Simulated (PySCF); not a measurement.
PySCF 2.14.0, MP2 (frozen core)/cc-pvdz: CO[Si](C)([GeH3])OC, 19 atoms. The geometry is a generated start, not checked to be a minimum at this level.

```json
{
  "task": "mp2",
  "basis": "cc-pvdz",
  "two_electron_scheme": "exact four-centre integrals",
  "frozen_core": "true",
  "mf.init_guess": "minao (default)",
  "mf.DIIS": "CDIIS (default)",
  "mf.diis_space": "8 (default)",
  "mf.conv_tol": "1e-09 (default)",
  "basis functions (reference run)": "175"
}
```

On 4 threads, 1 BLAS thread. Build: conda-forge: OpenMP (GNU), OpenBLAS with its own threads, libcint, Libxc. Each setting ran once; only counts and results are compared.

Values of mol.max_memory tried: 8000 MB, 4000 MB, 2000 MB, 1000 MB, 500 MB, 300 MB, 200 MB.

Q: Which of these memory settings still run, and by which path?

A: It runs down to 200 MB, the lowest tried, with the same result. At 8000 MB: SCF integrals in memory, transformation in memory. From 1000 MB down: direct SCF, transformation through a file.

```
mol.max_memory                                               path  peak memory
--------------  -------------------------------------------------  -----------
8000 MB         SCF integrals in memory, transformation in memory      1.4 GiB
4000 MB         SCF integrals in memory, transformation in memory      1.4 GiB
2000 MB         SCF integrals in memory, transformation in memory      1.4 GiB
1000 MB                 direct SCF, transformation through a file      1.0 GiB
500 MB                  direct SCF, transformation through a file      1.0 GiB
300 MB                  direct SCF, transformation through a file      1.0 GiB
200 MB                  direct SCF, transformation through a file      1.0 GiB
```

Peak memory is the kernel's count for the largest process, libraries included and scratch files not. The peak passes the setting at 1000 MB, 500 MB, 300 MB, 200 MB: it is no hard cap. MP2's transformation through a file may take 2000 MB even at lower settings.
